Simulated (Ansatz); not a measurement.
**A computed series for hypothetical diamond Ru: pressure series**

The parent structure is Ru in the diamond structure (space group Fd-3m, No. 227; a = 5.4546 Å; a hypothetical phase, not in the database extracts checked).

Cell and atoms are relaxed at each pressure.

Calculations: PBE (Ansatz, an electronic-structure program), without spin-orbit coupling.

Notes on the quantities. enthalpy: H = E + PV relative to the base's energy.

```json
[
 {"case": "base", "enthalpy": "–", "volume per atom": "20.29 Å³"},
 {"case": "pressure −2 GPa", "enthalpy": "-0.25 eV/atom", "volume per atom": "20.54 Å³"},
 {"case": "pressure −1 GPa", "enthalpy": "-0.13 eV/atom", "volume per atom": "___"},
 {"case": "pressure 0.3 GPa", "enthalpy": "+0.04 eV/atom", "volume per atom": "20.25 Å³"},
 {"case": "pressure 0.7 GPa", "enthalpy": "+0.09 eV/atom", "volume per atom": "20.20 Å³"},
 {"case": "pressure 1.5 GPa", "enthalpy": "+0.19 eV/atom", "volume per atom": "20.10 Å³"},
 {"case": "pressure 3 GPa", "enthalpy": "+0.38 eV/atom", "volume per atom": "19.93 Å³"},
 {"case": "pressure 5 GPa", "enthalpy": "+0.62 eV/atom", "volume per atom": "___"},
 {"case": "pressure 7.5 GPa", "enthalpy": "+0.93 eV/atom", "volume per atom": "___"},
 {"case": "pressure 10 GPa", "enthalpy": "+1.23 eV/atom", "volume per atom": "19.22 Å³"}
]
```

**Question.** Some entries are withheld; estimate them.

**Answer.** 
- pressure −1 GPa, volume per atom: 20.41 Å³
- pressure 5 GPa, volume per atom: 19.71 Å³
- pressure 7.5 GPa, volume per atom: 19.46 Å³

Load acts through the strain it causes; cell and atoms are relaxed under it. No phonon test of stability was made. Competing high-pressure phases were not computed. The final runs are not spin-polarised.
